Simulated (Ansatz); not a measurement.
## Hypothetical P6_422 BP: pressure series

The reference is BP (space group P6_422, No. 181; a hypothetical phase, not in the database extracts checked).

```
CELL_PARAMETERS angstrom
      3.27886     0.00000     0.00000
     -1.63943     2.83957     0.00000
      0.00000     0.00000     6.99543
ATOMIC_POSITIONS crystal
  B  0.00000 0.50000 0.33333
  B  0.50000 0.50000 0.66667
  B  0.50000 0.00000 0.00000
  P  0.00000 0.50000 0.83333
  P  0.50000 0.50000 0.16667
  P  0.50000 0.00000 0.50000
```

Cell and atoms are relaxed at each pressure.

Method: PBE in Ansatz (plane waves to 420 eV, PAW, spin-orbit coupling left out).

```
change            band gap  lattice parameter a  c/a ratio
----------------  --------  -------------------  ---------
base                  zero              3.279 Å      2.133
pressure −2 GPa    0.08 eV              3.292 Å      2.134
pressure −1 GPa    0.06 eV              3.285 Å      2.134
pressure 0.3 GPa      zero              3.277 Å      2.134
pressure 0.7 GPa      zero              3.274 Å      2.134
pressure 1.5 GPa      zero              3.270 Å      2.133
pressure 3 GPa        zero              3.261 Å      2.133
pressure 5 GPa        zero              3.250 Å      2.132
pressure 7.5 GPa      zero              3.236 Å      2.132
pressure 10 GPa       zero              3.223 Å      2.131
```

The mesh was chosen for an insulator and is coarse for the gapless case. Load acts through the strain it causes; cell and atoms are relaxed under it. Stability against distortions was not tested. Competing high-pressure phases were not computed. The base started in P3_121 and relaxed to P6_422 at this level. All final runs are without spin polarisation. Gaps under 0.05 eV, about the width of the smearing, are given as zero. The zero or small gap of BP can change with the level of theory.

Ansatz is a program for electronic structure.
